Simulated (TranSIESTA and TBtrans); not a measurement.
# Ge chain with one bond stretched by 1.5 Å

Device: Ge chain with one bond stretched by 1.5 Å. Leads: straight Ge chain, spacing 2.4 Å. Geometry: as built, not relaxed.

Computed with TranSIESTA and TBtrans, PBE, DZP numerical orbitals (energy shift 0.15 eV), PseudoDojo norm-conserving scalar-relativistic potentials, mesh cutoff 200 Ry, 300 K, no spin polarisation, no spin-orbit coupling; self-consistent non-equilibrium Green functions.

* **Conductance at 300 K (G0 = 2e²/h)**: 0.46
* **Mean T from −0.5 to 0.5 eV**: 0.41

Energies count from the leads' Fermi level. Transmissions are for one spin of a degenerate pair. The energy step is 0.01 eV; narrower resonances are cut or missed.

| E (eV) | T | lead channels |
|---|---|---|
| -1.95 | 0.14 | 1 |
| -1.80 | 0.15 | 1 |
| -1.65 | 0.16 | 1 |
| -1.50 | 0.17 | 1 |
| -1.35 | 0.17 | 1 |
| -1.20 | 0.18 | 1 |
| -1.05 | 0.19 | band edge |
| -0.90 | 0.22 | 3 |
| -0.75 | 0.24 | 3 |
| -0.60 | 0.27 | 3 |
| -0.45 | 0.31 | 3 |
| -0.30 | 0.37 | 3 |
| -0.15 | 0.43 | 3 |
| 0.00 | 0.46 | 3 |
| 0.15 | 0.46 | 3 |
| 0.30 | 0.44 | 3 |
| 0.45 | 0.42 | 3 |
| 0.60 | 0.40 | 3 |
| 0.75 | 0.39 | 3 |
| 0.90 | 0.39 | 3 |
| 1.05 | 0.39 | 3 |
| 1.20 | 0.40 | 3 |
| 1.35 | 0.41 | 3 |
| 1.50 | 0.42 | 3 |
| 1.65 | 0.44 | 3 |
| 1.80 | 0.45 | 3 |
| 1.95 | 0.47 | 3 |

The straight chain is held at its spacing; free chains may zigzag or dimerise. No spin-polarised start was tried, so a magnetic state, if there is one, is missed.
